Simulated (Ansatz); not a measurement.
Cl on the Ir site (Cl_Ir) in fcc Ir (start: the Ir site; 32-site cell, 6×6×6 shifted sampling), host crystal and elements as references (Δμ(Ir) = 0.00 eV, Δμ(Cl) = 0.00 eV; Cl taken from its element, since no compound that bounds it was computed at this level; only phases computed here count, gases as isolated molecules at 0 K). The numbers are results of PBE, PAW (plane waves to 420 eV; Ansatz, a program for electronic structure), not measurements. In charge state 0 (not spin-polarised) the formation energy is 4.37 eV. The crystal has 6.90 × 10^22 Ir sites per cm³.

Problem. Estimate the equilibrium concentration at 1100 K in the dilute limit, leaving out vibrational entropy and degeneracy.

Solution. kT = 0.0948 eV; c = N exp(−E_f / kT) = 6.90 × 10^22 × exp(−46.1) ≈ 7 × 10^2 cm^-3. An error of 0.2 eV in E_f moves this by a factor of 8.
